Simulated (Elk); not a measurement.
A self-consistent single point of BP (F-43m, 2 atoms in the cell) with Elk.

Computed with Elk with PBE, all-electron FP-LAPW, Elk's shipped species files, default APW+lo basis.

The change in words: lattice scaled by 0.98. Reference geometry:
```yaml
crystal:
  lattice:
    - [0.00000, 2.26607, 2.26607]
    - [2.26607, 0.00000, 2.26607]
    - [2.26607, 2.26607, 0.00000]
  atoms:
    - { symbol: B, position: [0.00000, 0.00000, 0.00000] }
    - { symbol: P, position: [0.25000, 0.25000, 0.25000] }
```

Reference input (self-consistent single point, DFT, PBE, all-electron FP-LAPW, Elk's shipped species files, default APW+lo basis): xctype = 20; stype = 0; swidth = 0.0001 Ha; ngridk = 10 10 10; rmtscf = 0.87; maxscl = 100. This run's input differs from it in these lines:

```diff
@@ -19,5 +19,5 @@
 avec
-    0.0000000000    4.2822516792    4.2822516792
-    4.2822516792    0.0000000000    4.2822516792
-    4.2822516792    4.2822516792    0.0000000000
+    0.0000000000    4.1966074015    4.1966074015
+    4.1966074015    0.0000000000    4.1966074015
+    4.1966074015    4.1966074015    0.0000000000
```

The program printed (abridged):

```
│ Self-consistent loop started │
│ Loop number : 1 │
 total energy                :     -368.779297456
│ Loop number : 2 │
 total energy                :     -368.773173666
RMS change in Kohn-Sham potential (target) :    5.028317512     (  0.1000000000E-05)
Absolute change in total energy (target)   :   0.6123790477E-02 (  0.1000000000E-03)
│ Loop number : 3 │
 total energy                :     -368.482571393
RMS change in Kohn-Sham potential (target) :    4.303187800     (  0.1000000000E-05)
Absolute change in total energy (target)   :   0.2921332201     (  0.1000000000E-03)
│ Loop number : 4 │
   [... lines left out ...]
Absolute change in total energy (target)   :   0.1254703030E-03 (  0.1000000000E-03)
│ Loop number : 14 │
 total energy                :     -367.031404695
RMS change in Kohn-Sham potential (target) :   0.1115638640E-05 (  0.1000000000E-05)
Absolute change in total energy (target)   :   0.3786071977E-04 (  0.1000000000E-03)
│ Loop number : 15 │
 total energy                :     -367.031406429
RMS change in Kohn-Sham potential (target) :   0.2149304049E-06 (  0.1000000000E-05)
Absolute change in total energy (target)   :   0.1119850720E-04 (  0.1000000000E-03)
Convergence targets achieved

│ Loop number : 16 │

Energies :
 Fermi                       :     0.338714648644
 total energy                :     -367.031406638

Density of states at Fermi energy :   0.8052520088E-05
 (states/Hartree/unit cell)

Estimated indirect band gap :   0.4342091951E-01
 from k-point      1 to k-point     35
Estimated direct band gap   :   0.1301191052
 at k-point      1

Charges :
 core                        :    12.00000000
 valence                     :    8.000000000
 interstitial                :    3.757134505
 muffin-tins (core leakage)
  species :    1 (B)
   atom    1                 :    3.569006074     (  0.3491907963E-03)
  species :    2 (P)
   atom    1                 :    12.67385942     (  0.1686928539E-02)
 total in muffin-tins        :    16.24286550
 total calculated charge     :    19.99359526
 total charge                :    20.00000000
 error                       :   0.6404744833E-02

│ Self-consistent loop stopped │
```

The run converged in 16 iterations. The count includes the last loop, which Elk runs after its targets are met. Against the reference run the total energy rises by 35.7 meV/atom and the gap on the mesh goes from 1.258 to 1.182 eV.

The starting cell comes from a database of computed structures (which also holds hypothetical and non-ambient phases and stackings), without a prior relaxation at this level. For this run, on top of that: lattice scaled by 0.98. Values depend on the basis (sphere radii, cutoffs, local orbitals), which need not be converged.
